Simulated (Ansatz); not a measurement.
An Ansatz (an electronic-structure program) run: TaN with a change (uniaxial strain ε_zz = +3.29 %); Kohn–Sham DFT with the r2SCAN functional, run in Ansatz with PAW and 500 eV plane waves, no spin-orbit coupling, earlier PAW set.

Input:

Ansatz 0.2 input:
```yaml
crystal:
  lattice:
    - [2.9362234146, 0, 0]
    - [-1.4681117073, 2.5428440682, 0]
    - [0, 0, 2.9798078173]
  atoms:
    - { symbol: Ta, position: [0, 0, 0.5] }
    - { symbol: N, position: [0.6666666667, 0.3333333333, 0] }
basis: { ecutwfc: 500, ecutrho_ratio: 4, xc_grid: 4, fft_grid_basis: typed }
kpoints: { mp_grid: { grid: [13, 13, 11] } }
hamiltonian:
  xc: r2scan
  dispersion: none
  pseudopotentials: { azcp: { folder: ./paw }, kind: paw }
scf: { occupations: { method: fermi_dirac, width: 0.05 }, convergence: { dr2_threshold: 0.0000000002 } }
relax: { f_tol: 0.005, max_steps: 50 }
output: { forces: true, stress: true }
checkpoint: { write: state.ck, write_every: 1000 }
```

Output (explanatory and most iteration lines left out):

```
Relaxation: its limit of steps is 50 (relax.max_steps)
Pseudopotential: Ta, paw, valence charge 13
Pseudopotential: N, paw, valence charge 5
Crystal: 2 atoms, lattice volume = 22.248 Å³
Basis set: ecut = 500 eV, 563 PW (Γ), exchange–correlation on 96×96×96 points (64 copies of the dense FFT grid, shifted against one another)
Bands: 13, of which v1, the nominal top of the filled ones, is band 9 counted from 1 (8 counted from 0)
Symmetry: 12 space group operations
Space group: P-6m2 (ITA 187), of the structure as read, at distance tolerance 2.8e-5 Å
k-points: 126 of 1859 (time reversal used)
Functional: x = r2scan, c = r2scan; τ floored in thin density (d = 2e-4 eV/Å³)
SCF iter   1: F=—  HF=-10332.289914 eV  |F-HF|=—  |Δ(HF+E_count)|=         —  Δρ=5.18e-2  dr2=3.58e-1  dr2_τ=1.28e-1  ethr=1.98e-3  ⟨swp⟩=1.0  Hψ=10851  notcnv=0
SCF iter   2: F=—  HF=-10332.555758 eV  |F-HF|=—  |Δ(HF+E_count)|=   2.66e-1  Δρ=2.99e-2  dr2=8.43e-2  dr2_τ=1.75e-2  ethr=1.98e-3  ⟨swp⟩=2.0  Hψ=2768  notcnv=0
SCF 1 converged in 9 iterations: F = -10332.607279 eV  dr2 = 4.25e-11
relax step   1: F+E_penalty+E_count = -10332.60727944 eV  Δ(F+E_penalty+E_count) = +0.000e0 eV  max|allowed force component| = 1.480e-16 eV/Å  Δτ_max = 0.0000 Å  (9 SCF iters, accepted)
Crystal: 2 atoms, lattice volume = 22.248 Å³
SCF iter   1: F=—  HF=-10332.607279 eV  |F-HF|=—  |Δ(HF+E_count)|=         —  Δρ=4.30e-7  dr2=4.25e-11  dr2_τ=5.19e-12  ethr=1.00e-12  ⟨swp⟩=1.3  Hψ=9477  notcnv=0
SCF iter   2: F=-10332.607279 eV  HF=-10332.607279 eV  |F-HF|=1.09e-11  |Δ(HF+E_count)|=  3.64e-12  Δρ=2.90e-7  dr2=1.45e-11  dr2_τ=3.21e-12  ethr=1.00e-12  ⟨swp⟩=4.0  Hψ=4957  notcnv=0
SCF 2 converged in 2 iterations: F = -10332.607279 eV  dr2 = 1.45e-11
SCF converged after 2 iterations
Free energy (F): -10332.607279 eV
Internal energy: -10332.606853 eV  (E = F + TS)
E sigma→0 (E₀):  -10332.607066 eV
Entropy (-TS):   -0.000426 eV (-0.213 meV/atom)
Fermi energy:    19.384961 eV
--- Forces (eV/Å), atoms counted from 1 ---
  atom   1  Ta     0.00000000     0.00000000     0.00000000
  atom   2  N      0.00000000     0.00000000     0.00000000
--- Stress (GPa, compression-positive) ---
       -4.288515       0.000000       0.000000
        0.000000      -4.288515       0.000000
        0.000000       0.000000     -25.753552
  P = ⅓ Tr σ = -11.4435 GPa (-114.435 kbar)
--- Relaxed structure (1 steps of the walk, 1 accepted, 0 SCFs on fresh bases) ---
  atoms:
    - { symbol: Ta, position: [-3.700743415524894e-17, 0.0, 0.49999999999999994] }
    - { symbol: N, position: [0.6666666666666666, 0.33333333333333326, 0.0] }
```

A case with no gap was solved on a k-mesh chosen for an insulator, which is coarse for it. Spin-orbit coupling, missing from the scalar runs, can matter with Ta. Stability against distortions was not tested. The final runs are not spin-polarised. The cell was made from TaN (space group P-6m2, No. 187) by this change: uniaxial strain ε_zz = +3.29 %. This is not the structure that TaN has at room temperature and ambient pressure.
